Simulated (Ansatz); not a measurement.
The parent structure is Ta4N5 (space group I4/m, No. 87; a cell from a computed database, its experimental status unchecked).

```yaml
crystal:
  lattice:
    - [-3.41183, 3.41183, 2.12831]
    - [3.41183, -3.41183, 2.12831]
    - [3.41183, 3.41183, -2.12831]
  atoms:
    - { symbol: Ta, position: [0.21556, 0.60483, 0.82040] }
    - { symbol: Ta, position: [0.78444, 0.39517, 0.17960] }
    - { symbol: Ta, position: [0.39517, 0.21556, 0.61073] }
    - { symbol: Ta, position: [0.60483, 0.78444, 0.38927] }
    - { symbol: N, position: [0.50000, 0.50000, 0.00000] }
    - { symbol: N, position: [0.09176, 0.30610, 0.39786] }
    - { symbol: N, position: [0.90824, 0.69390, 0.60214] }
    - { symbol: N, position: [0.69390, 0.09176, 0.78566] }
    - { symbol: N, position: [0.30610, 0.90824, 0.21434] }
```

Calculations: PBEsol/PAW in Ansatz (a first-principles code), no SOC.

Base values:

| Item | Value |
|---|---|
| Pressure | 0.0 GPa |

One thing is altered: an isotropic linear strain of +3.24 %; the atoms relax in the strained cell.

Task: What happens to the pressure, energy relative to the base and largest internal atomic displacement?

Result: The pressure (mean of the normal stresses, compression positive) goes from zero to -24.4 GPa; the energy grows by 92 meV/atom; the largest internal atomic displacement is 0.051 Å.

Whether these cells are dynamically stable was not tested. The final runs are not spin-polarised. An odd electron count without spin: Ta4N5.
